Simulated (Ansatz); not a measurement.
Partial pair distribution functions of a relaxed model of amorphous Hf17O36La, broadened by 0.06 Å; density 8.79 g/cm³. Method: PBE, scalar-relativistic without spin-orbit coupling (plane waves to 420 eV, PAW; Ansatz, a program for electronic structure). The usual formal charges leave 1 holes over, so the level spacing at the Fermi energy parts defect or band states and needn't be the band gap. In the spin-polarised cell the level spacing at the Fermi energy can part levels of unlike spin.

It comes from a melt-quench run on a machine-learned potential (CHGNet), relaxed afterwards by DFT. O atoms were pushed apart under 1.9 Å during the dynamics, to hinder bonds among them. The hot cell started wider than the set density and was brought back towards it in steps. It is the lowest in DFT energy of 2 quenches. It is a model cell: composition and starting density were chosen by hand, and all elements were melted together. No dispersion term was used. Its density started from a set value of 8.79 and ended at 8.79 g/cm³. Cooling (nominally 450 K/ps over its main leg) ran many orders faster than in experiment, which tends to leave more defects and strain. Values belong to this one cell and scatter from quench to quench. The volume was held where the preparation left it and the shape relaxed, at a PBE pressure of 1.0 GPa. Stress components on the final sampling reach 1.9 GPa. Cycles of charging lowered its energy after that relaxation.

```tsv
r (Å)	g Hf-O	g O-La	g Hf-Hf	g O-O
1.75	0.00	0.00	0.00	0.00
1.85	0.19	0.00	0.00	0.00
1.95	2.62	0.00	0.00	0.00
2.05	7.65	0.00	0.00	0.00
2.15	6.65	0.04	0.00	0.06
2.25	2.85	1.33	0.00	0.11
2.35	1.03	4.46	0.00	0.16
2.45	0.41	2.94	0.00	0.75
2.55	0.18	4.35	0.00	1.60
2.65	0.19	2.26	0.00	2.55
2.75	0.17	0.08	0.00	2.86
2.85	0.11	0.00	0.00	2.18
2.95	0.13	0.00	0.02	1.71
3.05	0.09	0.26	0.27	1.52
3.15	0.10	1.10	0.86	1.34
3.25	0.28	1.36	2.78	1.04
3.35	0.37	1.57	3.64	1.04
3.45	0.65	0.14	2.46	1.05
3.55	0.84	0.00	1.73	0.87
3.65	0.80	0.00	2.44	0.67
3.75	0.72	0.00	2.72	0.59
3.85	1.00	0.10	2.04	0.70
3.95	1.32	0.68	1.83	1.00
4.05	1.41	0.81	1.02	1.09
4.15	1.06	0.85	0.81	1.06
4.25	1.05	0.83	0.77	0.87
```

Within 2.80 Å each Hf has 6.41 O neighbours on average.
